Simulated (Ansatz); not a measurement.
SnSe2: energy against strain

SnSe2 (1T layered, P-3m1, 23.863 Å³/atom at rest, c along z) under a strain ε along a direction in the basal plane (axis x), the other axes held. PBEsol-D3(BJ) in Ansatz, a plane-wave DFT program (PAW, default set), 420 eV, 10×10×6 Γ-centred mesh, Fermi-Dirac smearing 0.05 eV; ions are relaxed within the symmetry of each cell.

Here s stands for strain and y for E less E0.

| strain (%) | E less E0 (meV/atom) |
|---|---|
| -1.50 | 1.94 |
| -1.00 | 0.85 |
| -0.50 | 0.21 |
| 0.00 | 0.00 |
| 0.50 | 0.20 |
| 1.00 | 0.80 |
| 1.50 | 1.79 |
| 3.00 | ? |

The 7 complete rows are fitted with a parabola, y against s. Least squares gives y = -0.002 - 0.0400·s + 0.8295·s². Residuals (row less fit): 0.016, -0.018, -0.015, 0.002, 0.015, 0.013, -0.014; standard error 0.018 (degrees of freedom: 4). Twice the quadratic coefficient over the volume, 2 × 0.8295 meV × 10⁴ × 0.1602 / 23.863 Å³, is the elastic constant C11 = 111 ± 1.1 GPa.

Problem. Estimate the missing y (s = 3.00); what did the run itself give?

Solution. y = -0.002 - 0.0400 × 3.0 + 0.8295 × 3.0² = 7.344 meV/atom. The calculation gives 6.93 meV/atom, 0.414 meV/atom below the prediction (6.0 % of the range of y in the table). The row lies outside the fitted rows, so this is an extrapolation. From the scatter of the fitted rows alone, a prediction at this place has a standard error of 0.071 meV/atom, so the miss is 5.8 times that.

One order more, fitted to all 13 runs of the series, follows each within 0.01, so the miss is the next term of a smooth law. This level leaves no gap over 0.05 eV at strain -1.50, -1.00, -0.50, 0.00, 0.50, 1.00, 1.50, 3.00, where the mesh may be coarse. Rows are the converged runs of the series near zero and its far end; series whose fitted rows scatter by over a few per cent of the range, as at a crossing or softening among them, aren't shown in this form. Most that stay on the fit to the last digits aren't either.
